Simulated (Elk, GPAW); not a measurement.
A GPAW input for a self-consistent single point of ZnO (P6_3mc, 4 atoms in the cell) (DFT LDA (Perdew-Wang 92), plane waves, GPAW PAW datasets LDA (gpaw-data 1.0.1)):

```python
from ase import Atoms
from ase.units import GPa
from gpaw import GPAW, PW, FermiDirac

atoms = Atoms(['Zn', 'Zn', 'O', 'O'],
              cell=[[3.164510, 0.000000, 0.000000],
                    [-1.582255, 2.740545, 0.000000],
                    [0.000000, 0.000000, 5.104564]],
              scaled_positions=[[0.666667, 0.333333, 0.500590],
                                [0.333333, 0.666667, 0.000590],
                                [0.666667, 0.333333, 0.879720],
                                [0.333333, 0.666667, 0.379720]],
              pbc=True)

calc = GPAW(mode=PW(950),
            xc='LDA',
            kpts={'size': (10, 10, 5), 'gamma': True},
            occupations=FermiDirac(0.0),
            nbands=-8,
            convergence={'bands': -6},
            symmetry={'symmorphic': False, 'tolerance': 0.0005},
            maxiter=100,
            txt='-')

atoms.calc = calc

energy = atoms.get_potential_energy()
print('Energy (eV):', round(energy, 6))
forces = atoms.get_forces()
print('Forces (eV/Ang):')
print(forces.round(5))
stress = atoms.get_stress()
print('Stress (GPa, Voigt):', (stress / GPa).round(4))
```

### Question
Translate this input to Elk.

### Answer
One input that does it (others would too):

```
tasks
  0

xctype
  3

rgkmax
  8.0

gmaxvr
  16.0

nxoapwlo
  1

rmtscf
  0.81

stype
  0

swidth
  0.0001

scale
  5.980056073

avec
    1.0000000000    0.0000000445    0.0000000000
   -0.5000000385    0.8660253815    0.0000000000
    0.0000000000    0.0000000000    1.6130664711

sppath
  './'

atoms
  2   : nspecies
  'Zn.in'   : spfname
  2   : natoms; atposl, bfcmt below
  0.6666666667  0.3333333333  0.5005900000    0.0 0.0 0.0
  0.3333333333  0.6666666667  0.0005900000    0.0 0.0 0.0
  'O.in'   : spfname
  2   : natoms; atposl, bfcmt below
  0.6666666667  0.3333333333  0.8797200000    0.0 0.0 0.0
  0.3333333333  0.6666666667  0.3797200000    0.0 0.0 0.0

ngridk
  10 10 5
```

Basis settings and potentials, where a program has them, do not carry over. This input uses DFT, LDA (PW92), all-electron FP-LAPW, Elk's shipped species files, LAPW+lo basis. LDA parametrisations can differ slightly between programs. Both were run: gap on the mesh 0.834 eV in GPAW and 0.854 in Elk.

On GPAW: the starting cell comes from a database of computed structures (which also holds hypothetical and non-ambient phases and stackings), without a prior relaxation at this level. Its lattice was rescaled by a random factor within 2.5 % of one.

On Elk: the starting cell comes from a database of computed structures (which also holds hypothetical and non-ambient phases and stackings), without a prior relaxation at this level. Its lattice was rescaled by a random factor within 2.5 % of one. Values depend on the basis (sphere radii, cutoffs, local orbitals), which need not be converged.
